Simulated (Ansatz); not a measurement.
## Ag in the fcc (Cu type) structure (space group Fm-3m, No. 225)

```xyz
1
Lattice="0.0000 2.0743 2.0743 2.0743 0.0000 2.0743 2.0743 2.0743 0.0000" Properties=species:S:1:pos:R:3 pbc="T T T"
Ag     0.0000     0.0000     0.0000
```

Calculations: PBE (Ansatz, a quantum-chemistry and plane-wave program), scalar-relativistic without spin-orbit coupling. Settings: 19×19×19 k-points, 0.05 eV Fermi–Dirac smearing.

| Item | Result |
|---|---|
| Volume per atom | 17.85 Å³ |
| Density | 10.03 g/cm³ |
| Band gap | zero |
| Total energy | -7590.550 eV/atom (σ→0; compares only within this code and set-up) |

No phonon test of stability was made.
